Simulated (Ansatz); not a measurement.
Here is the system:

```
ZnS
1.0
    3.80945     0.00000     0.00000
    0.00000     3.80945     0.00000
    1.90472     1.90472     2.69368
Zn S
1 1
Direct
  0.00000   0.00000   0.00000
  0.75000   0.25000   0.50000
```

Space group of this cell: F-43m, zinc blende. The cell is taken as given.

These are r2SCAN (plane waves, PAW; Ansatz, a program for electronic structure) values and carry that method's errors.

The current runs along the normal of the first two printed vectors; no spin-orbit coupling. Scaled by the factor s: all lengths (ions clamped). Meshes 12×12×12 and 8×8 across the current in all rows.

| s | mean pressure (GPa) | band gap (eV) |
|---|---|---|
| 0.98 | 5.5 | 2.99 |
| 1.00 | 0.1 | 2.71 |
| 1.02 | -4.0 | ? |

### Question
Take the slope of the band gap against ln s from the two given rows, extrapolate to s = 1.02, and say what the run there gives.

### Answer
Slope = (2.99 − 2.71) / ln 0.98 = -13.9 eV. The line gives 2.71 + (-13.9) × ln 1.02 = 2.44 eV. The run gives 2.44 eV, as the line does.
